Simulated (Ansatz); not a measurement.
Consider this model of amorphous IGZO (In6Ga12Zn9O35).

```xyz
62
Lattice="9.1596 0.0000 0.0000 0.0000 9.1596 0.0000 0.0000 0.0000 9.1596" Properties=species:S:1:pos:R:3 pbc="T T T"
In     4.1232     8.0199     7.0702
In     6.1439     4.4019     3.9112
In     2.7888     5.3827     3.9113
In     7.0168     5.8466     7.2010
In     0.6813     2.6619     2.8133
In     2.2530     1.7509     6.3459
Ga     7.3504     8.7453     6.4579
Ga     1.2461     4.9369     7.1718
Ga     0.2458     8.6401     2.5069
Ga     8.7920     5.6470     1.1568
Ga     5.7101     4.5283     0.5167
Ga     8.7000     5.8572     4.2639
Ga     4.3180     4.4517     6.7327
Ga     8.3019     2.8297     5.7241
Ga     3.0916     8.8809     3.6404
Ga     5.3493     1.3721     5.1548
Ga     8.8824     1.9495     8.4622
Ga     2.3667     0.9891     0.3951
Zn     7.1625     8.4559     0.4027
Zn     4.3567     7.3802     1.2363
Zn     5.4643     1.8540     8.4187
Zn     6.7148     1.4568     2.1110
Zn     1.1374     7.6251     5.7481
Zn     5.9408     7.7765     3.5500
Zn     1.5373     7.4067     8.8807
Zn     4.0570     2.5934     2.3751
Zn     2.5907     4.1108     0.5028
O      8.4301     0.9762     2.8680
O      8.9890     7.6432     0.9311
O      0.6944     7.3364     3.7261
O      0.8130     2.3772     4.9165
O      8.9364     4.6356     2.7082
O      4.1749     5.4986     0.7176
O      4.2595     4.0754     4.8617
O      5.7035     3.8233     7.8804
O      5.9067     3.3784     2.0141
O      2.1742     6.7264     7.1637
O      4.9913     6.1599     6.5053
O      6.7380     2.4316     4.5791
O      1.1012     5.4023     0.0032
O      1.1533     5.2699     5.2402
O      1.9534     0.3262     2.2544
O      2.7173     3.7387     7.3614
O      0.9662     2.4244     0.7236
O      4.2167     1.2131     3.6927
O      6.3388     7.9986     7.8747
O      3.2590     8.4183     9.1059
O      2.5360     3.8204     2.5395
O      5.8306     8.6876     1.8182
O      7.2284     5.5659     0.1647
O      3.8261     7.1825     3.2655
O      5.9321     8.7399     5.2262
O      7.0170     6.2392     3.3399
O      7.6364     4.6910     5.4618
O      7.9697     1.2669     6.7751
O      2.6111     8.9009     5.4572
O      7.2193     1.4056     0.1433
O      1.2583     0.7556     7.9776
O      9.0254     3.5694     7.3942
O      4.4204     1.2662     6.8033
O      8.4036     7.2434     6.1659
O      3.8152     2.1769     0.4506
```

These are PBE, scalar-relativistic without spin-orbit coupling (plane waves to 420 eV, PAW; Ansatz, a program for electronic structure) values and carry that method's errors. The usual formal charges leave 2 electrons over, so the level spacing at the Fermi energy parts defect or band states and needn't be the band gap.

The cell was made by melting and quenching with the CHGNet potential and then relaxed with DFT. O atoms were pushed apart under 1.9 Å during the dynamics, to hinder bonds among them. The hot cell started wider than the set density and was brought back towards it in steps. It is the lowest in DFT energy of 4 quenches. It is a model cell: composition and starting density were chosen by hand, and all elements were melted together. No dispersion term was used. Its density started from a set value of 5.78 and ended at 5.78 g/cm³. The quench (nominally 260 K/ps over its main leg) was far faster than any real one, so the model tends to hold more defects than a real film. Values belong to this one cell and scatter from quench to quench. The volume was held where the preparation left it, at a PBE pressure of 2.7 GPa. Stress components on the final sampling reach 3.9 GPa. On a 2×2×2 Γ-centred mesh force components of up to 0.17 eV/Å stay, since the relaxation ran on the zone centre alone.

Cut-offs for bonds: In-In 3.12 Å, In-Ga 2.90 Å, In-Zn 2.90 Å, In-O 2.84 Å, Ga-Ga 2.68 Å, Ga-Zn 2.68 Å, Ga-O 2.50 Å, Zn-Zn 2.68 Å, Zn-O 2.50 Å, O-O 1.58 Å. Two cations that share two anions don't count as bonded, nor two that share one unless they lie closer than In-In 3.04 Å, In-Ga 2.82 Å, In-Zn 2.82 Å, Ga-Ga 2.61 Å, Ga-Zn 2.61 Å, Zn-Zn 2.61 Å.

Problem. Give the coordination numbers, mean bond lengths and angles.

Solution. 
* **Mean coordination of In by anions**: 5.50 (1 with 4, 2 with 5, 2 with 6, 1 with 7)
* **Mean coordination of Ga by anions**: 4.50 (7 with 4, 4 with 5, 1 with 6)
* **Mean coordination of Zn by anions**: 4.33 (7 with 4, 1 with 5, 1 with 6)
* **Mean coordination of O**: 3.60 (14 with 3, 21 with 4)
* **Mean Ga-O bond**: 1.930 Å (spread 0.086 Å, 54 counted)
* **Mean Zn-O bond**: 2.056 Å (spread 0.121 Å, 39 counted)
* **Mean In-O bond**: 2.244 Å (spread 0.152 Å, 33 counted)
* **Bond angle at In**: mean 103.4°, spread 27.4°
* **Bond angle at Ga**: mean 107.5°, spread 22.0°
* **Bond angle at Zn**: mean 106.6°, spread 21.9°
* **Bond angle at O**: mean 110.2°, spread 15.0°

Problem. List the pairs of like atoms that count as bonded by the rules above.

Solution. There are none by these rules.
